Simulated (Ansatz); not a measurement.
For HfSi (model structure, started from the CsCl type, Pm-3m, No. 221, 2 atoms in the cell), PBE (PAW; Ansatz, a program for electronic structure) gives:

```
Quantity                        Value
---------------------  --------------
lattice constant a            3.290 Å
enthalpy of formation  -0.243 eV/atom
```

### Question
What does r²SCAN (PAW; Ansatz) give for the same quantities?

### Answer

- lattice constant a: 3.275 Å (drops by 0.5 %)
- formation enthalpy: -0.195 eV/atom (moves by +0.048 eV/atom)

Changes are worked out from the printed values.

Unless a cell is named, each level is at its own relaxed cell (PBE 17.80, r²SCAN 17.56 Å³/atom).

Levels without +SOC leave out spin–orbit coupling, which shifts energies and cells of such heavy elements.

Ansatz's density-functional and Hartree–Fock values are scalar-relativistic unless marked +SOC, with PAW data made under PBE.

A model structure was made by putting elements into a prototype or built by hand; it is no filed structure, need not be a known phase, and can be a saddle point held by its symmetry.
